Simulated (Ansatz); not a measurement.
System: interstitial Si in 2H silicon carbide (charge state +2). These are PBE, PAW (plane waves to 420 eV; Ansatz, a quantum-chemistry and plane-wave program) values and carry that method's errors.

Cell of 72 host sites held at the relaxed PBE lattice; the Γ point alone; Fermi-Dirac width 0.01 eV, spin-restricted; finite-size errors left in. Energies are static. The host's phase is taken as given; its stability against other phases was not computed. The charge state is imposed; whether it is stable for some Fermi level was not computed. Sites that were not tried may lie lower.

Barriers: single points on a 2×2×2 k-point mesh shifted by half a step along c at the bands' geometries (they differ from the bands' own by up to 0.29 eV, and are uncertain by about as much).

Relaxed starting cell (atoms counted from 1):

```xyz
73
Lattice="9.2765 0.0000 0.0000 -4.6383 8.0337 0.0000 0.0000 0.0000 10.1479" Properties=species:S:1:pos:R:3 pbc="T T T"
Si     1.5563     0.8976     2.5012
Si     1.6730     0.9649     7.7344
Si    -0.0042     3.5859     2.5190
Si    -0.0043     3.6150     7.6353
Si    -1.5341     6.2357     2.5191
Si    -1.5090     6.2212     7.6353
Si     4.6340     0.8931     2.5391
Si     4.6340     0.8917     7.6229
Si     3.0913     3.5653     2.5391
Si     3.0900     3.5659     7.6229
Si     1.5256     6.2357     2.5191
Si     1.5004     6.2212     7.6353
Si     7.7117     0.8976     2.5012
Si     7.5950     0.9651     7.7345
Si     6.1768     3.5652     2.5391
Si     6.1780     3.5659     7.6229
Si     4.6340     6.2283     2.5011
Si     4.6340     6.0936     7.7345
Si    -0.0042     1.7983     0.0239
Si    -0.0043     1.8165     4.9283
Si    -1.5522     4.4587     0.0079
Si    -1.5524     4.4586     5.0599
Si    -3.0822     7.1295     0.0239
Si    -3.0667     7.1205     4.9283
Si     3.1150     1.7975     0.0272
Si     3.0988     1.7882     5.0512
Si     1.5437     4.4587     0.0079
Si     1.5439     4.4586     5.0599
Si    -0.0042     7.1398     0.0079
Si    -0.0043     7.1401     5.0599
Si     6.1530     1.7975     0.0272
Si     6.1692     1.7882     5.0513
Si     4.6340     4.4285     0.0272
Si     4.6340     4.4472     5.0513
Si     3.0738     7.1295     0.0239
Si     3.0582     7.1204     4.9283
C      1.5751     0.9086     4.4077
C      1.5518     0.8950     9.5723
C     -0.0043     3.5998     4.4312
C     -0.0042     3.5705     9.5265
C     -1.5221     6.2288     4.4312
C     -1.5474     6.2434     9.5265
C      4.6340     0.8889     4.4516
C      4.6340     0.8881     9.5236
C      3.0876     3.5674     4.4516
C      3.0869     3.5677     9.5236
C      1.5136     6.2288     4.4312
C      1.5389     6.2434     9.5265
C      7.6928     0.9085     4.4077
C      7.7162     0.8950     9.5723
C      6.1804     3.5674     4.4516
C      6.1811     3.5677     9.5236
C      4.6340     6.2064     4.4076
C      4.6340     6.2335     9.5723
C     -0.0042     1.7869     1.9177
C     -0.0042     1.7476     6.9815
C     -1.5570     4.4559     1.9094
C     -1.5557     4.4568     6.9807
C     -3.0920     7.1352     1.9177
C     -3.1262     7.1549     6.9814
C      3.1012     1.7895     1.9126
C      3.1133     1.7965     6.9796
C      1.5485     4.4559     1.9094
C      1.5471     4.4567     6.9807
C     -0.0042     7.1454     1.9094
C     -0.0043     7.1438     6.9807
C      6.1669     1.7895     1.9126
C      6.1547     1.7966     6.9796
C      4.6340     4.4445     1.9126
C      4.6340     4.4305     6.9796
C      3.0836     7.1352     1.9177
C      3.1177     7.1549     6.9815
Si    -0.0043    -0.0033     6.3599
```
Cell charge +2.

End state 1 differs by these moves (Å; atoms that move under 0.08 Å are left out):

| atom | element | Δx | Δy | Δz |
|---|---|---|---|---|
| 2 | Si | -0.11 | -0.05 | -0.14 |
| 14 | Si | 0.15 | -0.07 | -0.10 |
| 18 | Si | -0.97 | -0.41 | 0.57 |
| 20 | Si | 0.00 | -0.02 | 0.15 |
| 24 | Si | 0.17 | 0.13 | 0.01 |
| 33 | Si | 0.02 | -0.03 | 0.10 |
| 34 | Si | 0.00 | -0.07 | -0.06 |
| 35 | Si | -0.03 | 0.06 | 0.10 |
| 36 | Si | -0.05 | 0.06 | 0.06 |
| 53 | C | 0.04 | 0.06 | 0.18 |
| 54 | C | -0.04 | -0.01 | 0.15 |
| 60 | C | 0.18 | 0.07 | -0.14 |
| 64 | C | -0.07 | -0.03 | -0.03 |
| 69 | C | 0.00 | 0.01 | 0.10 |
| 71 | C | 0.00 | 0.01 | 0.09 |
| 73 | Si | 0.19 | -1.67 | 0.16 |

Problem. What is the computed forward and backward barriers to end state 1 (PBE, PAW)?

Solution. forward 1.44 eV, backward 0.87 eV; at the saddle point atom 73 has neighbours C at 1.76, C at 1.81, C at 1.94; Si at 2.22, Si at 2.23, Si at 2.28 Å. The saddle point's order was not checked.

End state 2 differs by these moves (Å; atoms that move under 0.08 Å are left out):

| atom | element | Δx | Δy | Δz |
|---|---|---|---|---|
| 2 | Si | -0.10 | -0.06 | -0.27 |
| 14 | Si | 0.10 | -0.06 | -0.27 |
| 18 | Si | 0.00 | 0.12 | -0.27 |
| 19 | Si | 0.00 | 0.13 | 0.10 |
| 20 | Si | 0.00 | -0.02 | 0.11 |
| 23 | Si | 0.12 | -0.07 | 0.10 |
| 24 | Si | -0.02 | 0.01 | 0.11 |
| 35 | Si | -0.12 | -0.07 | 0.10 |
| 36 | Si | 0.02 | 0.01 | 0.11 |
| 56 | C | 0.00 | 0.07 | -0.04 |
| 60 | C | 0.06 | -0.04 | -0.04 |
| 72 | C | -0.06 | -0.04 | -0.04 |
| 73 | Si | 0.00 | 0.00 | 2.53 |

Problem. What forward and backward barriers to end state 2 does PBE, PAW give?

Solution. forward 2.47 eV, backward 2.47 eV; at the saddle point atom 73 has neighbours 3 C at 1.90; 3 Si at 2.10 Å. The saddle point's order was not checked, and it lies on a symmetry element of the cell, where a band can be held.

End state 3 differs by these moves (Å; atoms that move under 0.08 Å are left out):

```json
[
 {"atom": "1", "element": "Si", "Δx": "-0.02", "Δy": "0.08", "Δz": "-0.05"},
 {"atom": "2", "element": "Si", "Δx": "-0.11", "Δy": "-0.01", "Δz": "0.01"},
 {"atom": "5", "element": "Si", "Δx": "0.18", "Δy": "-0.11", "Δz": "-0.11"},
 {"atom": "14", "element": "Si", "Δx": "0.11", "Δy": "-0.07", "Δz": "-0.11"},
 {"atom": "17", "element": "Si", "Δx": "-0.08", "Δy": "-0.02", "Δz": "-0.05"},
 {"atom": "18", "element": "Si", "Δx": "-0.05", "Δy": "0.10", "Δz": "0.01"},
 {"atom": "20", "element": "Si", "Δx": "-0.07", "Δy": "-0.03", "Δz": "0.15"},
 {"atom": "24", "element": "Si", "Δx": "0.16", "Δy": "-0.09", "Δz": "-0.95"},
 {"atom": "36", "element": "Si", "Δx": "-0.01", "Δy": "0.08", "Δz": "0.15"},
 {"atom": "41", "element": "C", "Δx": "0.12", "Δy": "-0.07", "Δz": "-0.12"},
 {"atom": "59", "element": "C", "Δx": "0.04", "Δy": "-0.02", "Δz": "0.13"},
 {"atom": "60", "element": "C", "Δx": "-0.01", "Δy": "0.01", "Δz": "0.21"},
 {"atom": "73", "element": "Si", "Δx": "0.57", "Δy": "-0.33", "Δz": "-0.59"}
]
```

Problem. What is the computed forward and backward barriers to end state 3 (PBE, PAW)?

Solution. forward 0.76 eV, backward 0.18 eV; at the saddle point atom 24 has neighbours C at 1.79, 2 C at 1.87, C at 2.15 Å. The saddle point's order was not checked, and it lies on a symmetry element of the cell, where a band can be held.
